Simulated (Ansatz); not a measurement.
The structure below was relaxed with r2SCAN (Ansatz, a program for electronic structure; PAW; 500 eV plane waves; scalar-relativistic without spin-orbit coupling).

```
CELL_PARAMETERS angstrom
      0.00000     2.95352     2.95352
      2.95352     0.00000     2.95352
      2.95352     2.95352     0.00000
ATOMIC_POSITIONS crystal
  P  0.75000 0.75000 0.75000
  In 0.00000 0.00000 0.00000
```

Find the space group and the Wyckoff positions.

Space group F-43m (No. 216); a = b = c = 5.9070 Å, α = β = γ = 90.00°

```tsv
atom	site	symmetry	x	y	z
P	4c	-43m	0.2500	0.2500	0.2500
In	4a	-43m	0.0000	0.0000	0.0000
```

Describe the coordination.

The crystal has 8 atoms in its conventional cell. Cell: a = b = c = 5.907 Å, α = β = γ = 90.00°. P is surrounded by 4 In at 2.558 Å (tetrahedral). In sees 4 P at 2.558 Å (tetrahedral). (Neighbours: up to the widest gap in distance over summed covalent radii, below 1.35, at either atom; cation-cation and far metal-metal contacts left out.)

Stability against distortions was not tested. The cell was made from InSb by this change: Sb → P.
